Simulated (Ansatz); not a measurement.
## One P atom on a Si site, 4x4x4 cubic cells, neutral, without spin

Cell 21.88 × 21.88 × 21.88 Å, Si511P, 512 atoms. 

Computed with PBE, support functions at accuracy medium on the grid of 420 eV (PAW; Ansatz, a first-principles code).

Basis: localised support functions (accuracy medium) on a full density matrix. k-points: zone centre alone; occupations: Fermi-Dirac, 0.0050 eV; spin polarisation not allowed. Scalar-relativistic, no spin-orbit coupling.

```json
{
  "electronic_character_of_the_cell": "no gap resolved at this smearing",
  "coordination (neighbours within 2.841 Å)": "100.0 % 4-fold",
  "P-Si bonds, mean ± spread": "2.361 ± 0.000 Å",
  "Si-Si bonds, mean ± spread": "2.369 ± 0.002 Å",
  "bond angles, mean ± spread": "109.5° ± 0.2°",
  "pressure": "-0.02 GPa",
  "cost_of_the_final_run": "very roughly 40 core-minutes, 13 SCF iterations, 12 GiB"
}
```
